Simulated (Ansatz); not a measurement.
Start from GaAs in the zinc blende structure (space group F-43m, No. 216; a = 5.667 Å).

All numbers come from Ansatz (a program for electronic structure) r2SCAN, no SOC.

Before the change:

The electron mass is 0.051 mₑ (at Γ), the gap character comes out as direct at Γ and the width of the top valence band is 3.40 eV.

It is then changed as follows: the cell is scaled by 0.9939 in all directions, atoms relaxed at fixed cell.

**Question.** Predict the new electron mass, gap character, width of the top valence band and mean gap deformation potential ΔEg/Δln V.

**Answer.** The electron mass changes from 0.051 mₑ (at Γ) to 0.057 mₑ (at Γ); the gap character stays direct at Γ; the width of the top valence band goes up by 0.09 eV (3.40 eV → 3.49 eV); the mean gap deformation potential ΔEg/Δln V amounts to -8.1 eV.

The cells carry an imposed strain or load. Masses are band curvatures over ±0.01 Å⁻¹ around the edge. Whether these cells are dynamically stable was not tested.
